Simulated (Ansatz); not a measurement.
**Short convergence ladders for TiZn (P4mm, 2 atoms in the cell)**

```yaml
crystal:
  lattice:
    - [3.13312, 0.00000, 0.00000]
    - [0.00000, 3.13312, 0.00000]
    - [0.00000, 0.00000, 3.13312]
  atoms:
    - { symbol: Ti, position: [0.50000, 0.50000, 0.51596] }
    - { symbol: Zn, position: [0.00000, 0.00000, 0.00000] }
```

Base method: PBEsol, default PAW files made with PBE (plane waves; Ansatz, an electronic-structure program).

Base settings: basis.ecutwfc = 420 eV; kpoints.mp_grid.grid = 11 11 11; hamiltonian.xc = pbesol; hamiltonian.pseudopotentials = {kind: paw} (the program's default PAW files); scf.occupations.method = gaussian; scf.occupations.width = 0.1 eV.

The count of work is k-points × plane waves × bands × iterations; it is no time. 

**The cutoff for other potential files**

Level: DFT, PBEsol, plane waves, harder PAW files (source: ansatz) made with PBE.

In this ladder: hamiltonian.pseudopotentials = {kind: paw, source: ansatz}.

The second cell is the first with its lattice scaled by 0.98.

The mesh stays at the base's, so the ladder's end is converged at best in this setting alone.

The first pressure column holds Ansatz's estimate of the finite-basis (Pulay) stress, which hides part of the cutoff error; the other is without it.

Only quantities that move along the ladder and can be compared are tabulated.

| basis.ecutwfc | free energy less the last step's (meV/atom) | energy of the compressed cell less the first (meV/atom) | pressure (GPa) | pressure without the Pulay estimate (GPa) | largest difference of a force vector from the last step's (eV/Å) | count of work / last |
|---|---|---|---|---|---|---|
| 335 eV | 6207.36 | -30.57 | -6.92 | -362.96 | 0.112 | 0.089 |
| 405 eV | 1025.22 | 15.30 | -1.50 | -80.36 | 0.023 | 0.12 |
| 520 eV | 36.30 | -1.26 | -3.86 | -7.97 | 0.002 | 0.20 |
| 630 eV | 1.05 | -0.68 | -3.75 | -3.86 | 0.000 | 0.29 |
| 740 eV | 0.38 | -0.70 | -3.76 | -3.76 | 0.000 | 0.35 |
| 890 eV | 0.30 | -0.71 | -3.76 | -3.76 | 0.000 | 0.48 |
| 1110 eV | 0.10 | -0.71 | -3.76 | -3.76 | 0.000 | 0.65 |
| 1480 eV | 0.00 | -0.71 | -3.76 | -3.76 | 0.000 | 1.0 |

Coarsest basis.ecutwfc that holds the pressure within 0.1 GPa of the last step, with all finer ones: 630 eV, at 0.29 of the last step's count of work; the step before is off by 0.11 GPa.

Coarsest basis.ecutwfc that holds the pressure without the Pulay estimate within 0.2 GPa of the last step, with all finer ones: 630 eV, at 0.29 of the last step's count of work; the step before is off by 4.2 GPa.

Coarsest basis.ecutwfc that holds the free energy within 2 meV/atom of the last step, with all finer ones: 630 eV, at 0.29 of the last step's count of work; the step before is off by 36 meV/atom.

The energy difference between the two cells stays within 1 meV/atom of the last step's from 520 eV on, the total only from 740 eV on: much of the error is common to both cells and cancels.

At the lowest cutoff the pressure without the Pulay estimate lies 359 GPa under the last step's, the usual sign of Pulay stress in an incomplete plane-wave basis.

**The density cutoff**

The second cell is the first with its lattice scaled by 0.98.

The mesh stays at the base's, so the ladder's end is converged at best in this setting alone.

Only quantities that move along the ladder and can be compared are tabulated.

| basis.ecutrho_ratio | free energy less the last step's (meV/atom) | energy of the compressed cell less the first (meV/atom) | pressure (GPa) |
|---|---|---|---|
| 2 | -5.51 | -2.18 | -3.40 |
| 3 | -0.10 | -0.59 | -3.73 |
| 4 | 0.00 | -0.59 | -3.74 |
| 5 | 0.00 | -0.59 | -3.74 |
| 6 | 0.00 | -0.59 | -3.74 |
| 8 | 0.00 | -0.59 | -3.74 |
| 10 | 0.00 | -0.59 | -3.74 |
| 12 | 0.00 | -0.59 | -3.74 |
| 16 | 0.00 | -0.59 | -3.74 |

Coarsest basis.ecutrho_ratio that holds the free energy within 5 meV/atom of the last step, with all finer ones: 3; the step before is off by 5.5 meV/atom.

Coarsest basis.ecutrho_ratio that holds the energy of the compressed cell less the first within 0.2 meV/atom of the last step, with all finer ones: 3; the step before is off by 1.6 meV/atom.

Coarsest basis.ecutrho_ratio that holds the pressure within 0.05 GPa of the last step, with all finer ones: 3; the step before is off by 0.34 GPa.

**The relaxed cell against the cutoff**

On TiZn (Pm-3m, 2 atoms in the cell): atoms on their sites.

In this ladder: relax = cell and atoms.

The mesh stays at the base's, so the ladder's end is converged at best in this setting alone.

Only quantities that move along the ladder and can be compared are tabulated.

| basis.ecutwfc | relaxed volume (Å³/atom) | relaxation steps |
|---|---|---|
| 250 eV | 15.267 | 12 |
| 295 eV | 14.943 | 12 |
| 355 eV | 14.894 | 7 |
| 420 eV | 14.889 | 5 |
| 505 eV | 14.887 | 5 |
| 630 eV | 14.887 | 5 |
| 840 eV | 14.887 | 5 |

Coarsest basis.ecutwfc that holds the relaxed volume within 0.074 Å³/atom of the last step, with all finer ones: 295 eV; the step before is off by 0.38 Å³/atom.

At the lowest cutoff the cell relaxes to a volume 2.6 % larger than at the highest. Ansatz relaxes on a stress corrected for the finite basis.

On the base run: the starting cell comes from a database of computed structures (which also holds hypothetical and non-ambient phases and stackings), without a prior relaxation at this level. Its lattice was rescaled by up to half a per cent. One atom was moved a little off its site on purpose. Spin polarisation is off.

Left out of this page: 1 run of the series failed or unconverged.

Keys are those of Ansatz 0.2.
